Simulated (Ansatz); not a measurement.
## Response to strain in Zr

Start from Zr in the hcp (Mg type) structure (space group P6_3/mmc, No. 194; a = 3.2443 Å, c = 5.1580 Å; relaxed with 0.1 eV smearing). Axes: x lies along a and z along c of the hexagonal cell.

Strains are applied to the cell and any free atomic positions relax; under biaxial strain the out-of-plane vector relaxes too.

The values are results of r2SCAN (Ansatz, an electronic-structure program, PAW, spin-orbit coupling left out), not measurements.

Notes on the quantities. in-plane stress: mean in-plane stress (compression positive).

```json
[
 {"change": "base", "shortest interatomic distance": "3.187 Å", "in-plane stress": "–", "out-of-plane strain": "–"},
 {"change": "biaxial strain +0.50 %, plane normal [001], relaxed out of plane", "shortest interatomic distance": "3.185 Å", "in-plane stress": "-0.8 GPa", "out-of-plane strain": "-0.36 %"},
 {"change": "biaxial strain +1.00 %, plane normal [001], relaxed out of plane", "shortest interatomic distance": "3.183 Å", "in-plane stress": "-1.7 GPa", "out-of-plane strain": "-0.72 %"},
 {"change": "biaxial strain +1.50 %, plane normal [001], relaxed out of plane", "shortest interatomic distance": "3.182 Å", "in-plane stress": "-2.5 GPa", "out-of-plane strain": "-1.08 %"},
 {"change": "biaxial strain +2.00 %, plane normal [001], relaxed out of plane", "shortest interatomic distance": "3.180 Å", "in-plane stress": "-3.3 GPa", "out-of-plane strain": "-1.42 %"},
 {"change": "biaxial strain +2.50 %, plane normal [001], relaxed out of plane", "shortest interatomic distance": "3.179 Å", "in-plane stress": "-4.0 GPa", "out-of-plane strain": "-1.77 %"}
]
```

No phonon test of stability was made. The final runs are not spin-polarised.
